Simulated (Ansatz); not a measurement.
A hypothetical phase is included: elements placed on a structure type, which no database files for this compound.

The decay constant κ of evanescent states in the gap governs leakage through a thin film.

Given:

```
CELL_PARAMETERS angstrom
      7.83392     0.00000     0.00000
     -3.91696     6.78438     0.00000
      3.91696     2.26146     3.19819
ATOMIC_POSITIONS crystal
  Ga 0.75000 0.00000 0.75000
  Ga 0.25000 0.00000 0.25000
  Ga 0.75000 0.25000 0.25000
  Ga 0.25000 0.75000 0.75000
  Ga 0.50000 0.50000 0.25000
  Ga 0.50000 0.50000 0.75000
  N  0.25000 0.50000 0.75000
  N  0.75000 0.50000 0.25000
  N  0.25000 0.25000 0.25000
  N  0.75000 0.75000 0.75000
  N  0.50000 0.00000 0.25000
  N  0.50000 0.00000 0.75000
```

The cell was relaxed by PBE-D3(BJ); by r2SCAN it stands under a pressure of -2.5 GPa.

Transport runs along the normal of the first two printed cell vectors, the (111) plane of the conventional cell.

No gap correction and no spin-orbit coupling; mid-gap is the computed energy nearest the middle.

### Question
State the band gap and the smallest decay constant κ at mid-gap according to r2SCAN (Ansatz, a program for electronic structure).

### Answer
Gap 1.80 eV on a 10×10×10 mesh; κ = 0.160 1/Å, at the zone centre.
